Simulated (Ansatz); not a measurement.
System: Cu3Sn (P6₃/mmc, No. 194; cell taken from a computed entry). Method: r²SCAN (PAW; Ansatz, an electronic-structure program).

Settings: plane-wave cutoff 560 eV, 12×12×14 k mesh (along the axes of the cell as run), Fermi–Dirac smearing 0.05 eV, no spin polarisation, scalar-relativistic PAW data made under PBE.

Cell (relaxed at this level):

```
Cu3Sn
1.0
    5.51957     0.00000     0.00000
   -2.75979     4.78009     0.00000
    0.00000     0.00000     4.26461
Cu Sn
6 2
Direct
  0.15532   0.84468   0.75000
  0.84468   0.15532   0.25000
  0.31065   0.15532   0.25000
  0.68935   0.84468   0.75000
  0.15532   0.31065   0.75000
  0.84468   0.68935   0.25000
  0.33333   0.66667   0.25000
  0.66667   0.33333   0.75000
```

Give the computed bulk modulus B0.


- bulk modulus B0: 122 GPa

The run finds no gap.

Note: the bulk modulus is −V dP/dV from two relaxed cells at ±2 % in volume; the relaxation could not lower the start's symmetry, so the cell can be a saddle point above a distorted one.

Spin–orbit coupling is not included.

Static lattice: no zero-point or thermal effects.

The result took roughly 8 core-minutes.
